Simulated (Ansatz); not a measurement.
Band structure of GaPt (P2_13, 8 atoms in the cell).

```
CELL_PARAMETERS angstrom
      4.89923     0.00000     0.00000
      0.00000     4.89923     0.00000
      0.00000     0.00000     4.89923
ATOMIC_POSITIONS crystal
  Ga 0.09298 0.09298 0.09298
  Ga 0.40702 0.90702 0.59298
  Ga 0.59298 0.40702 0.90702
  Ga 0.90702 0.59298 0.40702
  Pt 0.39943 0.39943 0.39943
  Pt 0.10057 0.60057 0.89943
  Pt 0.89943 0.10057 0.60057
  Pt 0.60057 0.89943 0.10057
```

Method: PBEsol, PAW files made with PBE (plane waves; Ansatz, a program for electronic structure).

Settings: kpoints.mp_grid.grid = 5 5 5; hamiltonian.xc = pbesol; hamiltonian.pseudopotentials = {kind: paw} (an earlier, softer set of the program's PAW files); scf.occupations.method = gaussian; scf.occupations.width = 0.2 eV; kpoints.band_path.npoints = 8.

The starting cell comes from a database of computed structures (which also holds hypothetical and non-ambient phases and stackings), without a prior relaxation at this level. Its lattice was rescaled by a random factor within 2.5 % of one. Spin-orbit coupling is off. Spin polarisation is off.

Levels in eV from the Fermi level, bands 59 to 66:
```csv
point,59,60,61,62,63,64,65,66
Γ,-1.51,-1.51,-0.21,-0.21,-0.21,3.23,3.23,3.23
X,-1.49,-1.49,-0.68,-0.68,1.29,1.29,1.98,1.98
M,-2.08,-2.08,0.33,0.33,0.81,0.81,2.55,2.55
R,-2.31,-2.31,-0.87,-0.87,-0.87,-0.87,5.60,5.60
```

Bands cross the Fermi level along this path, so the cell is metallic at this level.

Keys are those of Ansatz 0.2.
